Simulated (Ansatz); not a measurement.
# Effect of pressure 30 GPa on CdO

The reference is CdO in the rock salt structure (space group Fm-3m, No. 225; a = 4.690 Å).

Modification: cell and atoms relaxed at a pressure of 30 GPa.

Calculations: Ansatz (a quantum-chemistry and plane-wave program), PBEsol, PAW, cutoff 420 eV, scalar-relativistic without spin-orbit coupling. Settings: 12×12×12 k-points, 0.05 eV Fermi–Dirac smearing.

```csv
quantity,base,changed,shift
volume per atom,12.90 Å³,11.15 Å³,-1.75 Å³
density,8.27 g/cm³,9.56 g/cm³,+1.297 g/cm³
lattice parameter a,4.690 Å,4.468 Å,-0.222 Å
shortest interatomic distance,2.345 Å,2.234 Å,-0.111 Å
enthalpy H = E + PV relative to the base's energy,–,+2.23 eV/atom,–
band gap,zero,zero,–
```

Cost of the whole job for the changed cell (relaxation, final SCF and bands): about 6 core-seconds (a rough figure).

The mesh was chosen for an insulator and is coarse for the gapless case. Load acts through the strain it causes; cell and atoms are relaxed under it. Stability against distortions was not tested. No other phases were tried under pressure. All final runs are without spin polarisation. A zero or small gap of CdO can be the functional's error rather than a property of the material.
